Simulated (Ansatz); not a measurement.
# Ansatz run on N₂ (P4_2/mnm, 4 atoms in the cell): self-consistent single point

Method: LDA (PW92), default PAW files made with PBE (plane waves; Ansatz, a first-principles code).

This input was run:

Ansatz 0.2 input:
```yaml
crystal:
  lattice:
    - [4.104480, 0.000000, 0.000000]
    - [0.000000, 4.104480, 0.000000]
    - [0.000000, 0.000000, 5.372640]
  atoms:
    - { symbol: N, position: [0.904280, 0.904280, 0.000000] }
    - { symbol: N, position: [0.095720, 0.095720, 0.000000] }
    - { symbol: N, position: [0.595720, 0.404280, 0.500000] }
    - { symbol: N, position: [0.404280, 0.595720, 0.500000] }
basis:
  ecutwfc: 420.0 eV
kpoints:
  mp_grid: { grid: [6, 6, 5] }
hamiltonian:
  xc: lda
  pseudopotentials: { kind: paw }
scf:
  occupations: { method: fixed }
output:
  forces: true
  eigenvalues: true
  stress: true
```

Log, with long lists cut:

```
WARN ansatz: RAYON_NUM_THREADS=1 ignored (pool sized by the plan → 1); use --threads N
Pseudopotentials: kind: paw
Pseudopotential: N, paw, valence charge 5
Crystal: 4 atoms, lattice volume = 90.512 Å³
Basis set: ecut = 420 eV, 1785 PW (Γ)
Bands: 14, of which v1, the nominal top of the filled ones, is band 10 counted from 1 (9 counted from 0)
Symmetry: 16 space group operations
Space group: P42/mnm (ITA 136), of the structure as read, at distance tolerance 4.5e-5 Å
k-points: 30 of 180
PAW frozen core: N, regenerated for the run's functional, and the local potential with it
Initial density: superposition of atomic densities (neutral atoms: chi_scale 0, normalization atom), corrected by the library's trained network
Initial wavefunctions: pseudopotential atomic-orbital guess
Eigensolver: davidson
Functional: x = slater, c = lda
SCF iter   1: F=—  HF=-1494.467209 eV  |F-HF|=—  |Δ(HF+E_count)|=         —  Δρ=7.64e-3  dr2=5.82e-2  ethr=1.77e-3  ⟨swp⟩=3.2  Hψ=1966  notcnv=0  defer=21
all-band conjugate gradients solve this SCF's bands
preconditioner: auto → none
SCF iter   2: F=—  HF=-1494.459817 eV  |F-HF|=—  |Δ(HF+E_count)|=   7.39e-3  Δρ=2.47e-3  dr2=3.69e-3  ethr=2.91e-4  ⟨swp⟩=2.9  Hψ=983  notcnv=0  defer=53
SCF iter   3: F=—  HF=-1494.460898 eV  |F-HF|=—  |Δ(HF+E_count)|=   1.08e-3  Δρ=8.31e-4  dr2=3.53e-4  ethr=1.84e-5  ⟨swp⟩=2.5  Hψ=711  notcnv=0  defer=60
SCF iter   4: F=—  HF=-1494.461077 eV  |F-HF|=—  |Δ(HF+E_count)|=   1.79e-4  Δρ=6.03e-5  dr2=2.07e-6  ethr=1.76e-6  ⟨swp⟩=2.2  Hψ=656  notcnv=0  defer=14
SCF iter   5: F=—  HF=-1494.461078 eV  |F-HF|=—  |Δ(HF+E_count)|=   8.49e-7  Δρ=1.14e-5  dr2=4.75e-8  ethr=1.04e-8  ⟨swp⟩=2.2  Hψ=675  notcnv=0
SCF iter   6: F=-1494.461078 eV  HF=-1494.461078 eV  |F-HF|=1.24e-10  |Δ(HF+E_count)|=   7.05e-8  Δρ=5.13e-7  dr2=1.80e-10  ethr=2.37e-10  ⟨swp⟩=3.7  Hψ=1994  notcnv=0
SCF 1 converged in 6 iterations: F = -1494.461078 eV  dr2 = 1.80e-10
SCF converged after 6 iterations
Free energy (F): -1494.461078 eV
Harris-Foulkes:  -1494.461078 eV  (|F-HF|=1.24e-10)
Internal energy: -1494.461078 eV  (E = F + TS)
E sigma→0 (E₀):  -1494.461078 eV
Fermi energy:    -5.761207 eV
--- Per-component energies (eV) ---
  E_band       = -214.541002
  E_kinetic    = 496.875339
  E_local      = -1481.364709  (includes V_loc(G=0)·N_el)
  E_nonlocal   = 196.934137
  E_hartree    = 469.788534
  E_xc         = -224.426028
  E_vxc        = -286.273640  (∫ρ·V_xc dr)
  E_paw        = -472.070359  (= ΣΔE_a)
  E_vpaw       = -80.289762  (= ΣTr[D̂ρ^β])
  E_aug_tail   = 0.000328  (compensation charges beyond the density's cutoff)
  E_ewald      = -480.518495
  E_core_change = 0.320176  (= ΣΔE_core)
  E_smearing   = -0.000000  (= −TS)
  E_closure    = -0.000000  (closes the sum)
  Σ components = -1494.461078   (vs F -1494.461078, Δ=0.00e0)
--- Forces (eV/Å), atoms counted from 1 ---
  atom   1  N      1.70565860     1.70565860     0.00000000
  atom   2  N     -1.70565860    -1.70565860     0.00000000
  atom   3  N     -1.70565860     1.70565860     0.00000000
  atom   4  N      1.70565860    -1.70565860     0.00000000
  max |Σ_I F_I| component: 8.88e-16 eV/Å
--- Stress (GPa, compression-positive) ---
       -5.349666       0.000000       0.000000
        0.000000      -5.349666       0.000000
        0.000000       0.000000      -0.585840
  P = ⅓ Tr σ = -3.7617 GPa (-37.617 kbar)
  The stress holds the Pulay correction. Without it, at fixed plane waves, as pw.x and ABINIT print it: P = -4.2805 GPa
--- Band table (eV; the first three rows and the last of 30) ---
  k-point 0: bands = ["-23.6805", "-23.6150", "-8.9700", "-8.9700", "-7.7603", "-7.1807", "-7.1807", "-7.0852", "-6.7826", "-5.9581", "0.9576", "1.8468", "2.2124", "2.2124"]
  k-point 1: bands = ["-23.6741", "-23.6211", "-8.9662", "-8.9662", "-7.7384", "-7.2765", "-7.1854", "-7.1854", "-6.5759", "-5.9929", "1.0343", "1.7520", "2.2086", "2.2086"]
  k-point 2: bands = ["-23.6577", "-23.6374", "-8.9601", "-8.9601", "-7.6616", "-7.5072", "-7.1939", "-7.1939", "-6.3070", "-6.1060", "1.2421", "1.5153", "2.2015", "2.2015"]
  k-point 29: bands = ["-23.6224", "-23.6224", "-9.3588", "-9.3588", "-7.5833", "-7.5833", "-7.3721", "-7.3721", "-5.7612", "-5.7612", "1.7913", "1.7913", "2.7556", "2.7556"]
```

The run converged in 6 iterations.

The starting cell comes from a database of computed structures (which also holds hypothetical and non-ambient phases and stackings), without a prior relaxation at this level. Its lattice was rescaled by up to half a per cent. With a pressure of about -4 GPa the cell is away from its equilibrium volume at this level. Forces in this geometry exceed 1 eV/Å. Ansatz's pressure includes its estimate of the finite-basis (Pulay) stress. Without the estimate this run gives -4.28 GPa.
